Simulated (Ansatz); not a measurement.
Cl vacancy + 1 H in rock-salt NaCl (start: the Cl site; 1 H on the vacancy's neighbours; 64-site cell, 2×2×2 shifted sampling). Computed with PBE, PAW (plane waves to 420 eV; Ansatz, a quantum-chemistry and plane-wave program). Total energies of the localised charge states, counted from that of charge +1, and their image corrections (point charge with alignment); the host's valence-band maximum lies at 0.878 eV on the cells' energy zero and its gap is 4.99 eV.

```
charge         moment (μB)  E − E(first) (eV)  correction (eV)
------  ------------------  -----------------  ---------------
+1                     1.0              0.000            0.130
0       not spin-polarised              2.040            0.000
```

Problem. Derive the transition levels above the valence-band maximum and say which of them are thermodynamic.

Solution. A level is the Fermi energy at which two charges have equal formation energy: ε(q/q′) = [E(q′) + corr(q′) − E(q) − corr(q)] / (q − q′) − E_VBM.
ε(+1/0) = [(2.040 + 0.000) − (0.000 + 0.130)] / 1 − 0.878 = 1.03 eV
Thermodynamic levels at least 0.1 eV inside the gap: (+1/0) at 1.03 eV. They hold to tenths of an eV in this cell. Charges with a result: +1, 0, −1. Others weren't obtained, and one of them could lie lower, also by skipping a charge. At charge −1 the carrier sat in host band states, shallow at most. The geometries come from one start. Flagged in the runs: a doubtful potential alignment.
